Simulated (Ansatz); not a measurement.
GaN under a change: electrons 1.0×10^22 cm⁻³

The reference is GaN in the wurtzite structure (space group P6_3mc, No. 186; a = 3.183 Å, c = 5.186 Å).

Perturbation: electron doping at 1.0×10^22 cm⁻³ (0.455 per cell), with a uniform compensating background at fixed cell and a 300 K Fermi–Dirac width.

All numbers come from PBEsol in Ansatz (plane waves to 420 eV, PAW, no spin-orbit coupling), earlier PAW set. Γ-centred 21×21×12 mesh, Fermi–Dirac width 0.0259 eV.

```json
[
 {"quantity": "gap between the host's bands", "base": "1.88 eV", "changed": "1.74 eV", "shift": "-0.14 eV"},
 {"quantity": "gap character", "base": "direct at Γ", "changed": "direct at Γ", "shift": "–"},
 {"quantity": "Fermi level relative to the doped band's edge (positive inside the band; to 0.05 eV)", "base": "–", "changed": "+2.50 eV", "shift": "–"}
]
```

Charged cell with a jellium background: band edges are those of the host's band count, energies are not comparable with the neutral cell, and many-body gap narrowing is missing. Stability against distortions was not tested.

Ansatz is a program for electronic structure.
